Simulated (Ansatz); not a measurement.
A computed series for hypothetical diamond Cr: pressure series

The parent structure is Cr in the diamond structure (space group Fd-3m, No. 227; non-magnetic; a hypothetical phase, not in the database extracts checked).

```
Cr
1.0
    0.00000     2.54742     2.54742
    2.54742     0.00000     2.54742
    2.54742     2.54742     0.00000
Cr
2
Direct
  0.25000   0.25000   0.25000
  0.00000   0.00000   0.00000
```

Cell and atoms are relaxed at each pressure.

All numbers come from PBE (Ansatz, a quantum-chemistry and plane-wave program, PAW, scalar-relativistic without spin-orbit coupling).

Notes on the quantities. enthalpy: H = E + PV relative to the base's energy.

```
case                 density       enthalpy
----------------  ----------  -------------
base              5.22 g/cm³              –
pressure −2 GPa   5.12 g/cm³  -0.21 eV/atom
pressure −1 GPa   5.17 g/cm³  -0.10 eV/atom
pressure 0.3 GPa  5.24 g/cm³  +0.03 eV/atom
pressure 0.7 GPa  5.26 g/cm³  +0.07 eV/atom
pressure 1.5 GPa  5.30 g/cm³  +0.15 eV/atom
pressure 3 GPa    5.37 g/cm³  +0.30 eV/atom
pressure 5 GPa    5.46 g/cm³  +0.50 eV/atom
pressure 7.5 GPa  5.57 g/cm³  +0.75 eV/atom
pressure 10 GPa   5.68 g/cm³  +0.99 eV/atom
```

Load acts through the strain it causes; cell and atoms are relaxed under it. Whether these cells are dynamically stable was not tested. No other phases were tried under pressure. Seeded moments were not kept for the base. All final runs are without spin polarisation. Cr has a high density of states at the Fermi level and may be magnetic at this level.
